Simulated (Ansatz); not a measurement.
# BeS: isotropic strain −2.50 %

The parent structure is BeS in the zinc blende structure (space group F-43m, No. 216; a = 4.8686 Å).

One thing is altered: the cell is scaled by 0.9750 in all directions, atoms relaxed at fixed cell.

Method: r2SCAN (Ansatz, a quantum-chemistry and plane-wave program), without spin-orbit coupling. Settings: 12×12×12 k-points, 0.05 eV Fermi–Dirac smearing.

```csv
quantity,base,changed,shift
volume per atom,14.43 Å³,13.37 Å³,-1.06 Å³
shortest interatomic distance,2.108 Å,2.055 Å,-0.053 Å
energy relative to the base (free energy F),0 meV/atom,+26 meV/atom,+26 meV/atom
pressure,0.00 GPa,8.53 GPa,+8.53 GPa
band gap,3.59 eV,3.41 eV,-0.18 eV
gap character,"indirect, Γ → X","indirect, Γ → X",–
smallest direct gap,6.22 eV,6.18 eV,-0.048 eV
mean gap deformation potential ΔEg/Δln V,–,+2.4 eV,–
width of the top valence band,3.35 eV,3.74 eV,+0.384 eV
electron mass,"0.79 mₑ along k, 0.29 mₑ across (at X)","0.77 mₑ along k, 0.27 mₑ across (at X)",–
"hole mass (degenerate bands, along [100])","0.34, 0.57, 0.57 mₑ (at Γ)","0.35, 0.51, 0.51 mₑ (at Γ)",–
```

Final structure:

```xyz
2
Lattice="0.0000 2.3735 2.3735 2.3735 0.0000 2.3735 2.3735 2.3735 0.0000" Properties=species:S:1:pos:R:3 pbc="T T T"
Be     0.0000     0.0000     0.0000
S      1.1867     1.1867     1.1867
```

Cost of the whole job for the changed cell (relaxation, final SCF and bands): about 18 core-seconds (a rough figure).

Effective masses come from finite differences of ±0.01 Å⁻¹. Along k means along the line from Γ to the band edge. Stability against distortions was not tested.
